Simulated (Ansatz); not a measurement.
Fluorite NiSi2, treated with LDA (Ansatz, an electronic-structure program, PAW).

Run with plane-wave cutoff 520 eV, 20×20×20 k mesh, Fermi–Dirac smearing 0.073 eV (set by the program), no spin polarisation, scalar-relativistic PAW data made under PBE.

The cell has the measured lattice: a = 5.4060 Å, b = 5.4060 Å, c = 5.4060 Å, α = 90.00°, β = 90.00°, γ = 90.00°.

**Question.** Give the computed elastic constant C44, Voigt–Reuss–Hill shear modulus (Hill average), Voigt–Reuss–Hill bulk modulus, elastic constant C11 and elastic constant C12.

**Answer.** 
* **elastic constant C44**: 76.7 GPa
* **Voigt–Reuss–Hill shear modulus (Hill average)**: 51.3 GPa
* **Voigt–Reuss–Hill bulk modulus**: 144 GPa
* **elastic constant C11**: 181 GPa
* **elastic constant C12**: 125 GPa

Note: the cell isn't this level's own, so it is under some stress, which shifts stiffness and frequencies.

Elastic constants are with the ions relaxed.
